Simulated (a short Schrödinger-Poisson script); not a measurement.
Structure: MOS inversion layer, SiO2 on p-type Ge(111), at 300 K.

```csv
layer,material,thickness (nm),Na (cm⁻³)
1,SiO2,2.1,-
2,Ge,200,4.3e18
```

The device is made up for the run: typed textbook-type constants, with dimensions and the other settings drawn at random. SiO2: permittivity 3.9, conduction-band edge (eV) 3.1, gap (eV) 9, electron mass (mₑ) 0.5. Ge: permittivity 16, conduction-band edge (eV) 0, gap (eV) 0.664, Nv at 300 K (cm⁻³) 6e18.

Channel valleys (confinement mass, in-plane density-of-states mass, number): L1 1.59, 0.08, 1; L3 0.09, 0.34, 3. At the gate the conduction-band edge of layer 1 lies 3.26 eV − eVg above the Fermi level of the channel; the field vanishes at the back. Gaps are held at their typed values at every temperature. Mesh 0.03 nm at interfaces.

From a short Schrödinger-Poisson script (our own, NumPy): 1D Poisson equation in equilibrium, electrons classical, Fermi-Dirac, parabolic valleys, classical holes, full ionisation, no traps, pinning or gate leakage.

The same stack at other levels of the model or other numerical settings:

```csv
run,sheet density of all electrons at Vg = 2.3 V (cm⁻²),sheet density of all electrons at Vg = 1.1 V (cm⁻²),capacitance at Vg = 2.3 V (μF/cm²),centroid of the channel electrons at Vg = 2.3 V (nm),rough cost against the base
base,1.20e13,1.72e12,1.47,0.56,about 1
"electrons treated as classical, Boltzmann",1.34e13,1.97e12,1.59,0.24,0.2
"electrons treated as quantum, Hartree",1.03e13,7.14e11,1.42,1.27,6
mesh six times as coarse,1.18e13,1.64e12,1.46,0.64,0.3
```

The classical rows ignore confinement, and Boltzmann statistics overrate the density once the band edge passes the Fermi level.

Only the L valleys are kept; under strong confinement the Δ valleys of Ge fill too.
